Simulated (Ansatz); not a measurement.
Structure of amorphous Zr₂₀O₄₂Si (periodic cell):

```xyz
63
Lattice="9.2393 0.0000 0.0000 0.0000 9.2393 0.0000 0.0000 0.0000 9.2393" Properties=species:S:1:pos:R:3 pbc="T T T"
Zr     8.2289     7.2309     4.0540
Zr     8.4113     3.7127     3.7691
Zr     8.6214     8.5177     8.1371
Zr     5.5782     7.2752     7.1413
Zr     2.5751     1.8390     8.3862
Zr     7.3758     5.9227     0.7973
Zr     6.7924     0.5883     2.1375
Zr     2.8639     6.2364     4.7409
Zr     1.7956     2.8780     5.6243
Zr     2.4723     2.9063     2.3672
Zr     2.5065     7.6236     8.3031
Zr     0.9711     9.1085     2.0625
Zr     4.5082     7.3152     1.9787
Zr     4.1054     4.7982     8.8750
Zr     1.2647     5.8651     1.7484
Zr     4.0302     0.5511     4.6452
Zr     8.7399     2.4579     0.1572
Zr     7.4317     1.1599     5.6684
Zr     5.0949     3.7731     5.8148
Zr     9.2361     5.2417     7.1693
O      3.7066     2.8184     4.4395
O      6.8231     3.2721     4.9322
O      1.2758     3.8252     3.7995
O      8.5175     0.3517     0.8018
O      8.5766     9.1549     3.3485
O      0.9939     7.1041     3.5789
O      1.4465     1.6279     0.9708
O      3.6154     3.0979     0.6728
O      1.3831     0.0532     8.3057
O      5.2304     8.7690     5.9103
O      4.4712     7.0864     8.9380
O      7.8922     8.3475     5.8369
O      6.4335     1.8877     0.3281
O      5.8596     1.9341     6.9143
O      0.9040     3.0795     7.6853
O      8.2921     1.2537     7.5795
O      6.4502     8.8170     8.3172
O      1.7062     4.9752     5.9914
O      9.1708     7.1799     0.7652
O      4.1500     0.6466     8.4918
O      5.4869     5.3879     1.1653
O      8.3275     5.5087     5.3596
O      2.6844     1.1118     6.1675
O      3.4238     7.0860     6.5764
O      4.6713     5.4508     4.8283
O      9.1256     2.2032     5.1354
O      2.4459     7.8327     1.2882
O      7.5081     6.6435     8.0510
O      6.6835     7.4728     2.4883
O      3.7005     7.9171     3.8300
O      5.4732     5.1084     7.3716
O      0.9628     3.9315     1.3118
O      2.2510     1.0095     3.2564
O      4.9104     0.0008     1.7784
O      0.7265     7.0753     7.3126
O      8.1204     4.3607     8.9215
O      3.5378     3.3953     7.2743
O      8.3886     5.4589     2.5995
O      2.2393     5.6353     8.9865
O      3.0879     5.5460     2.5997
O      6.0323     1.0033     4.0008
O      7.9737     2.5083     2.2456
Si     5.7240     1.0710     8.3380
```

All values below come from PBE, scalar-relativistic without spin-orbit coupling (plane waves to 420 eV, PAW; Ansatz, a first-principles code).

Preparation: random packing, a CHGNet melt and quench, and a DFT relaxation. O atoms were pushed apart under 1.9 Å during the dynamics, to hinder bonds among them. The hot cell started wider than the set density and was brought back towards it in steps. It is the lowest in DFT energy of 2 quenches. It is a model cell: composition and starting density were chosen by hand, and all elements were melted together. No dispersion term was used. Its density started from a set value of 5.14 and ended at 5.32 g/cm³. The simulated quench (nominally 300 K/ps over its main leg) is rapid and tends to freeze in more defects than a deposited or slowly cooled glass has. Values belong to this one cell and scatter from quench to quench. The volume was free in the relaxation, at fixed shape. Stress components on the final sampling reach 2.7 GPa. On a 2×2×2 Γ-centred mesh force components of up to 0.12 eV/Å stay, since the relaxation ran on the zone centre alone.

Cut-offs for bonds: Zr-Zr 3.41 Å, Zr-O 2.60 Å, Zr-Si 2.93 Å, O-O 1.58 Å, O-Si 2.12 Å, Si-Si 2.60 Å. Two cations that share two anions don't count as bonded, nor two that share one unless they lie closer than Zr-Zr 3.32 Å, Zr-Si 2.85 Å, Si-Si 2.38 Å.

Q: Give the coordination numbers, mean bond lengths and angles.

A: 
```yaml
Mean coordination of Zr by anions: 6.50 (12 with 6, 6 with 7, 2 with 8); 2 close contacts or bonds to cations besides
Mean coordination of O: 3.19 (4 with 2, 26 with 3, 12 with 4)
Mean coordination of Si by anions: 4.00 (1 with 4)
Mean Zr-O bond: 2.174 Å (spread 0.125 Å, 130 counted)
Mean O-Si bond: 1.652 Å (spread 0.014 Å, 4 counted)
Mean Zr-Zr close contact: 3.255 Å (spread 0.000 Å, 1 counted)
Bond angle at Zr: mean 101.7°, spread 29.7°
Bond angle at O: mean 113.0°, spread 16.8°
Bond angle at Si: mean 109.5°, spread 5.8°
```

Q: List the pairs of like atoms that count as bonded by the rules above.

A: Zr10-Zr15 (3.26 Å).
